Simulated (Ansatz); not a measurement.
**Effect of Fe on a Tl site, symmetric start on TlBr**

Consider an 8-atom supercell of TlBr in the CsCl type structure (space group Pm-3m, No. 221; a = 3.9145 Å) at its relaxed geometry.

The change: a neutral Fe on a Tl site, symmetric start, atoms relaxed at fixed cell.

All numbers come from PBEsol (Ansatz, a program for electronic structure, PAW, spin-orbit coupling left out). Γ-centred 5×5×5 mesh, Fermi–Dirac width 0.01 eV.

The pressure goes from zero to -2.3 GPa and the energy gained by relaxation is 0.00 eV. The mean distance from the defect site to its nearest host atoms remains 3.39 Å.

Final structure:

```
Tl3FeBr4
1.0
    3.91453    -3.91453    -3.91453
   -3.91453     3.91453    -3.91453
    3.91453     3.91453     3.91453
Fe Tl Br
1 3 4
Cartesian
  0.00000   0.00000  -3.91453
  0.00000   0.00000   0.00000
  0.00000   3.91453   0.00000
  3.91453   0.00000   0.00000
  1.95726   1.95726  -1.95726
  1.95726   1.95726   1.95726
 -1.95726   1.95726  -1.95726
  1.95726  -1.95726  -1.95726
```

Cost of the whole job for the changed cell (relaxation, final SCF and bands): around 70 core-seconds (rough).

In so small a cell the defect repeats every few ångströms: this is an ordered compound, not a dilute defect. A case with no gap was solved on a k-mesh chosen for an insulator, which is coarse for it. The defect started on the symmetric site and kept its symmetry, so it may sit on a saddle. No Hubbard U is applied and the magnetic state is the run's own (Tl3FeBr4 magnetic); small cells can't hold the antiferromagnetic order that many such compounds have, so gaps and moments can be off. The defect cell is spin-polarised and ends with 3.4 μB, a fractional moment that hangs on the mesh and smearing.
